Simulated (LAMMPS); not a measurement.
Molecular dynamics of a melt made from Si (diamond structure), 1000 atoms, at 2110 K and 0 GPa, brought to that temperature within a few picoseconds.

Method: classical MD, pair style meam, file library.meam (library.meam-Si), run in LAMMPS.

Q: What does the simulation give for the state found, the coordination number, the enthalpy per atom?

A: state found: liquid; coordination number: 7.27 (counted to 3.34 Å); enthalpy per atom: -3.595 ± 0.002 eV/atom.

Caution: the potential MEAM library.meam-Si is a first-neighbour MEAM set with a 4 Å cutoff, used here without a parameter file and away from the static properties it was fitted to. Caution: a run this short can hold a crystal over, or a liquid under, the potential's own melting point, which these runs don't give.
